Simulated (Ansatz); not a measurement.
A computed series for BeSe: pressure series

Base system: BeSe in the zinc blende structure (space group F-43m, No. 216; a = 5.082 Å).

Cell and atoms are relaxed at each pressure.

Method: DFT with LDA, PAW potentials and a 420 eV plane-wave cutoff in Ansatz (a quantum-chemistry and plane-wave program), without spin-orbit coupling.

```tsv
pressure (GPa)	volume per atom (Å³/atom)
-2	16.816
-1	16.602
0	16.403
0.9	?
2.1	16.014
4.5	15.619
9	14.989
15	14.301
30	13.038
```

**Question.** Fit the third-order Birch–Murnaghan form P(V) = (3B₀/2)[(V₀/V)^(7/3) − (V₀/V)^(5/3)]·[1 + (3/4)(B₀′ − 4)((V₀/V)^(2/3) − 1)] (squares taken in P) to the rows shown and predict the withheld row.

**Answer.** Least squares on the printed values gives V₀ = 16.401 Å³/atom, B₀ = 84.0 GPa, B₀′ = 3.9; this predicts 16.230 Å³/atom, and the run gives 16.230 Å³/atom, in agreement.

Load acts through the strain it causes; cell and atoms are relaxed under it. Whether these cells are dynamically stable was not tested. No other phases were tried under pressure.
